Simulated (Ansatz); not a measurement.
**How far to go with the k-point mesh: Ta (Im-3m, 1 atom in the cell)**

```
CELL_PARAMETERS angstrom
     -1.65825     1.65825     1.65825
      1.65825    -1.65825     1.65825
      1.65825     1.65825    -1.65825
ATOMIC_POSITIONS crystal
  Ta 0.00000 0.00000 0.00000
```

Method of the run: PBE (plane waves, PAW; Ansatz, a first-principles code).

Base settings: basis.ecutwfc = 420 eV; kpoints.mp_grid.grid = 14 14 14; hamiltonian.xc = pbe; hamiltonian.pseudopotentials = {kind: paw} (the program's default PAW files); scf.occupations.method = gaussian; scf.occupations.width = 0.1 eV.

The second cell is the first with its lattice scaled by 0.98.

Only quantities that move along the ladder and can be compared are tabulated.

The count of work is k-points × plane waves × bands × iterations; it is no time. 

The starting cell has typed, rounded lattice constants, without a prior relaxation at this level. Its lattice was rescaled by up to half a per cent. Spin polarisation is off. Ansatz's pressure includes its estimate of the finite-basis (Pulay) stress.

Steps (kpoints.mp_grid.grid): 2 2 2; 3 3 3; 4 4 4; 5 5 5; 6 6 6; 7 7 7; 8 8 8; 9 9 9; 10 10 10; 11 11 11; 12 12 12; 13 13 13; 14 14 14; 15 15 15; 16 16 16; 18 18 18; 20 20 20; 22 22 22; 24 24 24; 27 27 27; 30 30 30; 33 33 33; 37 37 37; 41 41 41; 46 46 46.

Q: What is the coarsest kpoints.mp_grid.grid that holds the energy of the compressed cell less the first within 0.5 meV/atom of the last step, with all finer ones?

A: 27 27 27, at 0.23 of the last step's count of work; the step before is off by 0.68 meV/atom.

Q: What is the coarsest kpoints.mp_grid.grid that holds the free energy within 2 meV/atom of the last step, with all finer ones?

A: 18 18 18, at 0.079 of the last step's count of work; the step before is off by 2.9 meV/atom.

Q: What is the coarsest kpoints.mp_grid.grid that holds the pressure within 1 GPa of the last step, with all finer ones?

A: 11 11 11, at 0.023 of the last step's count of work; the step before is off by 1.4 GPa.

```csv
kpoints.mp_grid.grid,free energy less the last step's (meV/atom),energy of the compressed cell less the first (meV/atom),pressure (GPa),count of work / last
2 2 2,-740.29,-135.02,-24.30,0.0012
3 3 3,-175.22,42.89,-0.33,0.0016
4 4 4,-93.55,49.04,0.34,0.0033
5 5 5,70.23,63.81,3.61,0.0041
6 6 6,75.84,58.78,2.92,0.0065
7 7 7,-27.10,53.00,0.99,0.0081
8 8 8,-19.95,32.67,-1.56,0.012
9 9 9,17.76,44.01,0.85,0.014
10 10 10,0.34,58.06,1.93,0.019
11 11 11,-2.99,42.62,-0.03,0.023
12 12 12,7.66,38.94,-0.12,0.029
13 13 13,-0.03,50.15,1.06,0.034
14 14 14,-5.90,47.15,0.42,0.042
15 15 15,1.22,44.32,0.31,0.049
16 16 16,2.91,47.15,0.75,0.059
18 18 18,-0.45,44.99,0.41,0.079
20 20 20,-0.54,46.60,0.54,0.10
22 22 22,0.53,46.15,0.60,0.13
24 24 24,0.20,45.38,0.42,0.17
27 27 27,-0.45,45.96,0.45,0.23
30 30 30,-0.09,46.07,0.50,0.31
33 33 33,-0.03,46.20,0.50,0.39
37 37 37,0.01,45.90,0.50,0.54
41 41 41,0.03,45.99,0.52,0.72
46 46 46,0.00,46.05,0.51,1.0
```

Keys are those of Ansatz 0.2.
